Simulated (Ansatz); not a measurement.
Input and output of a self-consistent single point for ZnCu2SnSe4 (Fmm2, 8 atoms in the cell) (Ansatz, a first-principles code)

Method: LDA (PW92), default PAW files made with PBE (plane waves; Ansatz).

The input file:

Ansatz 0.2 input:
```yaml
# ZnCu2SnSe4
crystal:
  lattice:
    - [-2.893264, 2.893264, 5.789182]
    - [2.893264, -2.893264, 5.789182]
    - [2.893264, 2.893264, -5.789182]
  atoms:
    - { symbol: Zn, position: [0.004318, 0.004318, 0.000000] }
    - { symbol: Cu, position: [0.750000, 0.250000, 0.500000] }
    - { symbol: Cu, position: [0.250000, 0.750000, 0.500000] }
    - { symbol: Sn, position: [0.500000, 0.500000, 0.000000] }
    - { symbol: Se, position: [0.623860, 0.623860, 0.518120] }
    - { symbol: Se, position: [0.376140, 0.894260, 0.000000] }
    - { symbol: Se, position: [0.105740, 0.105740, 0.481880] }
    - { symbol: Se, position: [0.894260, 0.376140, 0.000000] }
basis:
  ecutwfc: 30.9 Ry
kpoints:
  mp_grid: { grid: [4, 4, 4] }
hamiltonian:
  xc: lda
  pseudopotentials: { kind: paw }
scf:
  occupations: { method: gaussian, width: 0.0073 Ry }
output:
  forces: true
  eigenvalues: true
  stress: true
```

The program printed (abridged):

```
WARN ansatz: RAYON_NUM_THREADS=1 ignored (pool sized by the plan → 1); use --threads N
Pseudopotentials: kind: paw
Pseudopotential: Zn, paw, valence charge 12
Pseudopotential: Cu, paw, valence charge 19
Pseudopotential: Sn, paw, valence charge 14
Pseudopotential: Se, paw, valence charge 16
Crystal: 8 atoms, lattice volume = 193.844 Å³
Basis set: ecut = 420.4159175005146 eV, 3795 PW (Γ)
Bands: 77, of which v1, the nominal top of the filled ones, is band 64 counted from 1 (63 counted from 0)
Symmetry: 4 space group operations
Space group: Fmm2 (ITA 42), of the structure as read, at distance tolerance 5.8e-5 Å
k-points: 18 of 64 (time reversal used)
PAW frozen core: Zn, regenerated for the run's functional, and the local potential with it
PAW frozen core: Cu, regenerated for the run's functional, and the local potential with it
PAW frozen core: Sn, regenerated for the run's functional, and the local potential with it
PAW frozen core: Se, regenerated for the run's functional, and the local potential with it
Initial density: superposition of atomic densities (neutral atoms: chi_scale 0, normalization atom), corrected by the library's trained network
Initial wavefunctions: pseudopotential atomic-orbital guess
Eigensolver: davidson
Functional: x = slater, c = lda
SCF iter   1: F=—  HF=-43772.737877 eV  |F-HF|=—  |Δ(HF+E_count)|=         —  Δρ=9.41e-3  dr2=8.41e-2  ethr=1.77e-3  ⟨swp⟩=6.1  Hψ=5068  notcnv=0  defer=10
all-band conjugate gradients solve this SCF's bands
preconditioner: auto → Kerker (q_TF=auto, 2.546 Å⁻¹)
SCF iter   2: F=—  HF=-43772.735673 eV  |F-HF|=—  |Δ(HF+E_count)|=   2.20e-3  Δρ=7.29e-3  dr2=7.83e-2  ethr=6.57e-5  ⟨swp⟩=2.0  Hψ=2863  notcnv=0  defer=119
SCF iter   3: F=—  HF=-43772.719622 eV  |F-HF|=—  |Δ(HF+E_count)|=   1.61e-2  Δρ=2.97e-3  dr2=9.49e-3  ethr=6.12e-5  ⟨swp⟩=2.0  Hψ=1651  notcnv=0  defer=119
SCF iter   4: F=—  HF=-43772.717549 eV  |F-HF|=—  |Δ(HF+E_count)|=   2.07e-3  Δρ=7.82e-4  dr2=9.53e-4  ethr=7.41e-6  ⟨swp⟩=2.1  Hψ=1927  notcnv=0  defer=119
SCF iter   5: F=—  HF=-43772.717385 eV  |F-HF|=—  |Δ(HF+E_count)|=   1.65e-4  Δρ=2.92e-4  dr2=1.63e-4  ethr=7.45e-7  ⟨swp⟩=2.0  Hψ=1617  notcnv=0  defer=91
SCF iter   6: F=—  HF=-43772.717367 eV  |F-HF|=—  |Δ(HF+E_count)|=   1.82e-5  Δρ=1.34e-4  dr2=4.11e-5  ethr=1.27e-7  ⟨swp⟩=2.0  Hψ=1732  notcnv=0  defer=26
SCF iter   7: F=—  HF=-43772.717356 eV  |F-HF|=—  |Δ(HF+E_count)|=   1.10e-5  Δρ=5.66e-5  dr2=9.82e-6  ethr=3.21e-8  ⟨swp⟩=2.1  Hψ=1677  notcnv=0  defer=26
SCF iter   8: F=—  HF=-43772.717357 eV  |F-HF|=—  |Δ(HF+E_count)|=   1.26e-6  Δρ=3.15e-5  dr2=2.46e-6  ethr=7.67e-9  ⟨swp⟩=2.0  Hψ=1910  notcnv=0  defer=26
SCF iter   9: F=—  HF=-43772.717357 eV  |F-HF|=—  |Δ(HF+E_count)|=   2.43e-8  Δρ=1.98e-5  dr2=5.37e-7  ethr=1.92e-9  ⟨swp⟩=2.0  Hψ=1842  notcnv=0  defer=26
SCF iter  10: F=—  HF=-43772.717357 eV  |F-HF|=—  |Δ(HF+E_count)|=   1.29e-8  Δρ=1.09e-5  dr2=1.66e-7  ethr=4.20e-10  ⟨swp⟩=2.1  Hψ=2067  notcnv=0  defer=26
SCF iter  11: F=—  HF=-43772.717357 eV  |F-HF|=—  |Δ(HF+E_count)|=   1.94e-8  Δρ=9.21e-6  dr2=1.11e-7  ethr=7.81e-11  ⟨swp⟩=10.2  Hψ=6734  notcnv=0
SCF iter  12: F=-43772.717357 eV  HF=-43772.717357 eV  |F-HF|=2.56e-8  |Δ(HF+E_count)|=   1.65e-8  Δρ=4.19e-6  dr2=2.50e-8  ethr=7.81e-11  ⟨swp⟩=3.8  Hψ=3903  notcnv=0
SCF 1 converged in 12 iterations: F = -43772.717357 eV  dr2 = 2.50e-8
SCF converged after 12 iterations
Free energy (F): -43772.717357 eV
Harris-Foulkes:  -43772.717357 eV  (|F-HF|=2.56e-8)
Internal energy: -43772.712908 eV  (E = F + TS)
E sigma→0 (E₀):  -43772.715132 eV
Entropy (-TS):   -0.004449 eV (-0.556 meV/atom)
Fermi energy:    7.573014 eV
--- Per-component energies (eV) ---
  E_band       = -2737.404636
  E_kinetic    = 1391.750434
  E_local      = -24702.305754  (includes V_loc(G=0)·N_el)
  E_nonlocal   = -960.753681
  E_hartree    = 11568.980384
  E_xc         = -1100.801066
  E_vxc        = -769.274740  (∫ρ·V_xc dr)
  E_paw        = -16262.914896  (= ΣΔE_a)
  E_vpaw       = -834.800820  (= ΣTr[D̂ρ^β])
  E_aug_tail   = -0.002356  (compensation charges beyond the density's cutoff)
  E_ewald      = -13718.416781
  E_core_change = 11.750809  (= ΣΔE_core)
  E_smearing   = -0.004449  (= −TS)
  E_closure    = -0.000000  (closes the sum)
  Σ components = -43772.717357   (vs F -43772.717357, Δ=0.00e0)
--- Forces (eV/Å), atoms counted from 1 ---
  atom   1  Zn    -0.00000000    -0.00000000    -0.24333074
  atom   2  Cu     0.00000000     0.00000000     0.02327259
  atom   3  Cu     0.00000000     0.00000000     0.02327259
  atom   4  Sn    -0.00000000    -0.00000000    -0.09332267
  atom   5  Se     0.07239711     0.07239711    -0.02847106
  atom   6  Se    -0.00303529     0.00303529     0.17352505
  atom   7  Se    -0.07239711    -0.07239711    -0.02847106
  atom   8  Se     0.00303529    -0.00303529     0.17352505
  max |Σ_I F_I| component: 2.44e-7 eV/Å
--- Stress (GPa, compression-positive) ---
       -5.668910      -0.144152      -0.000000
       -0.144152      -5.668910       0.000000
       -0.000000       0.000000      -5.656357
  P = ⅓ Tr σ = -5.6647 GPa (-56.647 kbar)
  The stress holds the Pulay correction. Without it, at fixed plane waves, as pw.x and ABINIT print it: P = -5.7054 GPa
--- Band table (eV; the first three rows and the last of 18) ---
  k-point 0: bands = ["-103.3000", "-103.2999", "-61.1602", "-61.1602", "-61.1590", "-61.1589", "-61.0944", "-61.0944", "-40.4747", "-40.4746", "-40.4527", "-40.4525", "-40.4275", "-40.4274", "-40.4245", "-40.4245", "-40.4040", "-40.4038", [...]
  k-point 1: bands = ["-103.2999", "-103.2999", "-61.1602", "-61.1602", "-61.1590", "-61.1589", "-61.0944", "-61.0944", "-40.4747", "-40.4746", "-40.4527", "-40.4525", "-40.4275", "-40.4274", "-40.4245", "-40.4244", "-40.4039", "-40.4038", [...]
  k-point 2: bands = ["-103.3000", "-103.3000", "-61.1603", "-61.1602", "-61.1590", "-61.1589", "-61.0944", "-61.0944", "-40.4747", "-40.4746", "-40.4527", "-40.4525", "-40.4275", "-40.4274", "-40.4245", "-40.4244", "-40.4040", "-40.4038", [...]
  k-point 17: bands = ["-103.3000", "-103.2999", "-61.1602", "-61.1602", "-61.1590", "-61.1589", "-61.0944", "-61.0944", "-40.4747", "-40.4746", "-40.4527", "-40.4525", "-40.4275", "-40.4274", "-40.4245", "-40.4245", "-40.4040", "-40.4038", [...]
```

The run converged in 12 iterations.

The starting cell comes from a database of computed structures (which also holds hypothetical and non-ambient phases and stackings), without a prior relaxation at this level. Its lattice was rescaled by up to half a per cent. One atom was moved a little off its site on purpose. Spin polarisation is off. With a pressure of about -6 GPa the cell is away from its equilibrium volume at this level. Ansatz's pressure includes its estimate of the finite-basis (Pulay) stress. The run gives no clean gap (levels at the Fermi energy touch, overlap or are partly filled at this smearing), which alone does not show that the compound is a metal.
